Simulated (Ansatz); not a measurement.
Seebeck coefficient (μV/K, mean over directions) of p-type HfO2 (P2_1/c) against carrier density, PBEsol, rigid bands in Ansatz (a first-principles code). Computed gap 3.97 eV; densities at which minority carriers matter at this gap, or further valleys turn the trend, are left out. Conductivity mass 2.5 mₑ (harmonic mean over directions), N_v = 1.9e20 cm⁻³ at 300 K.

```csv
hole density,300 K,500 K
1e16 cm⁻³,1063,1137
1e17 cm⁻³,865,939
1e18 cm⁻³,667,740
3e18 cm⁻³,572,[?]
1e19 cm⁻³,469,542
3e19 cm⁻³,[?],448
1e20 cm⁻³,274,346
3e20 cm⁻³,186,[?]
1e21 cm⁻³,102,174
```

Q: Some entries are withheld; supply them.

A: 
- 3e18 cm⁻³, 500 K: 646
- 3e19 cm⁻³, 300 K: 375
- 3e20 cm⁻³, 500 K: 258

Rigid bands with a gap fixed in temperature, one relaxation time for all states, no polarons or phonon drag, and whether or not such doping can be reached. Spin-orbit coupling is left out; with 5d elements it also splits d-like band edges.
